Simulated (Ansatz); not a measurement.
**Defect calculation: V_Zn+V_Zn+As_Zn in wurtzite ZnO**

These are PBE, PAW (plane waves to 420 eV; Ansatz, a program for electronic structure) values and carry that method's errors. A supercell of 128 sites (4×4×2 repeats of a cell of 4 atoms) was used; the energies come from a 2×2×2 Γ-centred sampling of its zone. Site at the start: a built cluster, 5.7 Å across. Energies of charged states are corrected for periodic images (point charge plus alignment at distant sites). Dielectric constants: PBE linear response of the host. Host gap at this level: 0.74 eV. A cell of this size leaves errors of a few tenths of an eV. Levels are measured in PBE's own, too narrow, gap. Spin–orbit coupling is left out. Each state is the lowest found from its start.

The name describes the start; the neighbours show where the atoms ended.

Charges with a result: +1, 0, −1. Others weren't obtained, and one of them could lie lower, also by skipping a charge.

```
charge         moment (μB)  point group  largest move off a lattice site (Å)  neighbours of the last As atom of the defect at the end (Å)  image correction with alignment (eV)  above the lowest spin state (eV)
------  ------------------  -----------  -----------------------------------  -----------------------------------------------------------  ------------------------------------  --------------------------------
+1†             fractional            –                                 0.36                               O 1.71, O 1.72, O 1.75, O 1.77                                 -0.14                              0.00
+1†     not spin-polarised            –                                 0.36                               O 1.71, O 1.72, O 1.75, O 1.77                                 -0.15                              0.02
0†                     1.0            –                                 0.36                               O 1.71, O 1.72, O 1.75, O 1.77                                  0.08                              0.00
0†                     1.0            –                                 0.36                               O 1.71, O 1.72, O 1.75, O 1.77                                  0.08                              0.00
−1                     0.0           C1                                 0.36                               O 1.71, O 1.72, O 1.75, O 1.77                                  0.33                              0.00
−1      not spin-polarised           C1                                 0.36                               O 1.71, O 1.72, O 1.75, O 1.77                                  0.33                              0.00
```

† Not settled in this cell, so no level is given: charge +1: fractional moment, carriers not clearly localised, level within 0.1 eV of a band edge or past it; charge 0: carriers not clearly localised, a correction for the charge's moments that the other states lack.

Point groups are those of the whole cell at tolerances of 0.03 and 0.1 Å ("near" where only the looser one holds); none is given for unsettled states.

Starting moments that weren't kept: charge 0 began with 3 μB and ended with 1.0; charge −1 began with 2 μB and ended with 0.0.

Flagged in the runs: a doubtful potential alignment, a host whose relaxation on this sampling wasn't shown to rest, a strain field that reaches the edge of the cell.

All states together cost very roughly 40 core-hours.
